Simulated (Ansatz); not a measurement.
Base system: BaTiO₃ (space group P4mm, No. 99; a = 3.9554 Å, c = 4.0442 Å).

It is then changed as follows: the cell is scaled by 0.9766 in all directions; the atoms relax in the strained cell.

Levels (all Ansatz, a quantum-chemistry and plane-wave program, PAW): PBEsol (420 eV, no spin-orbit coupling); r2SCAN (500 eV, no spin-orbit coupling); HSE06 (420 eV, no spin-orbit coupling).

One geometry, relaxed with PBEsol, under each level:

```tsv
level	band gap	lowest conduction level above the VBM at special points	pressure
PBEsol	1.94 eV	Γ 1.94 eV; Z 2.08 eV; X 2.20 eV; R 3.90 eV	12.91 GPa
r2SCAN	?	?	?
HSE06	3.45 eV	Γ 3.45 eV; Z 3.61 eV; X 3.72 eV	–
```

Give the withheld r2SCAN results.


- r2SCAN, band gap: 2.37 eV
- r2SCAN, lowest conduction level above the VBM at special points: Γ 2.37 eV; Z 2.51 eV; X 2.61 eV; R 4.25 eV
- r2SCAN, pressure: 17.39 GPa

Single points use the geometry relaxed with PBEsol. Their cutoffs differ, which shifts pressures a little. HSE06 was sampled on its mesh, a few special points and the semilocal edge points, so its gap is an upper bound. Whether these cells are dynamically stable was not tested. The final runs are not spin-polarised.
